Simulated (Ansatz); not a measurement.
**MgGaNO (model structure, started from the AlSiCN type, P3m1, No. 156, 4 atoms in the cell): properties by level of theory**

```json
[
 {"level (code)": "PBE (Ansatz)", "equilibrium lattice constant a (Å)": "3.264", "lattice parameter c (Å)": "5.226", "bulk modulus B0 (GPa)": "___", "cohesive energy (eV/atom)": "___", "band gap (eV)": "1.98"},
 {"level (code)": "PBEsol (Ansatz)", "equilibrium lattice constant a (Å)": "___", "lattice parameter c (Å)": "___", "bulk modulus B0 (GPa)": "___", "cohesive energy (eV/atom)": "4.96", "band gap (eV)": "2.07"},
 {"level (code)": "r²SCAN (Ansatz)", "equilibrium lattice constant a (Å)": "3.231", "lattice parameter c (Å)": "___", "bulk modulus B0 (GPa)": "___", "cohesive energy (eV/atom)": "4.74", "band gap (eV)": "2.61"}
]
```

Q: What belongs in the gaps?

A: 
- PBE (Ansatz, a quantum-chemistry and plane-wave program), bulk modulus B0 (GPa): 138
- PBE (Ansatz), cohesive energy (eV/atom): 4.61
- PBEsol (Ansatz), equilibrium lattice constant a (Å): 3.235
- PBEsol (Ansatz), lattice parameter c (Å): 5.163
- PBEsol (Ansatz), bulk modulus B0 (GPa): 147
- r²SCAN (Ansatz), lattice parameter c (Å): 5.157
- r²SCAN (Ansatz), bulk modulus B0 (GPa): 154

Computed values are for a static lattice. Spin–orbit coupling is included only where a level's name says +SOC; with heavier elements it mostly lowers gaps and can invert bands.  Each level is taken at its own relaxed cell. Cutoffs differ between the levels. Ansatz's density-functional and Hartree–Fock values are scalar-relativistic unless marked +SOC, with PAW data made under PBE.

Caveats: the bulk modulus is −V dP/dV from two relaxed cells at ±2 % in volume (PBE, PBEsol, r²SCAN). Ansatz's density-functional and Hartree–Fock values are scalar-relativistic unless marked +SOC, with PAW data made under PBE.

Free atoms are spin-polarised, in the lowest state found; at levels without +SOC their spin–orbit coupling is left out.

Static lattice: no zero-point or thermal effects.

A model structure was made by putting elements into a prototype or built by hand; it is no filed structure, need not be a known phase, and can be a saddle point held by its symmetry.
